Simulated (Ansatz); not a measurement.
CdTe, response to strain

Consider CdTe in the zinc blende structure (space group F-43m, No. 216; a = 6.489 Å). Axes: x, y, z lie along the cube axes.

Strains are applied to the cell and any free atomic positions relax; under biaxial strain the out-of-plane vector relaxes too.

Method: PBEsol (Ansatz, a program for electronic structure; PAW; 420 eV plane waves; no spin-orbit coupling).

Notes on the quantities. energy relative to the base: free energy F.

```tsv
biaxial strain, plane normal [111], relaxed out of plane (%)	energy relative to the base (meV/atom)
-2.5	10.0
-2.08	6.9
-1.67	?
-1.25	2.5
-0.83	1.1
-0.42	0.3
0	0.0
```

### Question
Fit ΔE = Aε² + Bε³ (ε in %) to the rows shown and predict the withheld row.

### Answer
Least squares on the printed values gives A = 1.59 and B = -0.0029 meV/atom (largest residual 0.0 meV/atom); this predicts 4.5 meV/atom, and the run gives 4.4 meV/atom, in agreement.

Whether these cells are dynamically stable was not tested.
